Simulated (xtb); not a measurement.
xtb 6.7.1, GFN2-xTB: Ga(Me)3 ([CH3][Ga]([CH3])[CH3]), 13 atoms. The geometry is a generated start, not checked to be a minimum at this level.

| Quantity | Value |
|---|---|
| method | GFN2-xTB |
| --acc | 1 (default) |
| --etemp (K) | 300 (default) |
| detailed input (--input) | none: ANC optimiser, Lindh (1995) Hessian, microcycle=20, maxdispl=1.0, hlow=0.01 (default) |
| basis functions | 31 |
| valence electrons | 24 |

```xyz
13

Ga    -0.0135     0.0047     0.0097
C     -1.4347    -1.4570    -0.1768
H     -1.1446    -2.1890    -0.9362
H     -2.3997    -1.0385    -0.4778
H     -1.5758    -2.0001     0.7619
C     -0.1611     1.7349    -1.0743
H      0.6216     1.7883    -1.8364
H     -0.0443     2.6126    -0.4317
H     -1.1268     1.8123    -1.5818
C      1.5851    -0.2742     1.2570
H      1.9881     0.6795     1.6094
H      2.3956    -0.8020     0.7456
H      1.3101    -0.8715     2.1314
```

The structure is relaxed from this start with --opt LEVEL for the levels crude, sloppy, loose, lax, normal, tight, vtight, extreme, once each. Up to the end of the extreme run atoms move by at most 0.52 Å along an axis.

Task: Which level is enough to come within 1 meV of the tightest end point?

Result: vtight: 54 cycles against 55, ending 0.00091 meV above.

```tsv
level	cycles	energy above the extreme run (meV)	gradient norm (eV/Å)
crude	1	5.8	0.034
sloppy	1	5.8	0.034
loose	1	5.8	0.034
lax	1	5.8	0.034
normal	1	5.8	0.034
tight	1	5.8	0.034
vtight	54	under 0.01	0.0034
extreme	55	—	0.0013
```
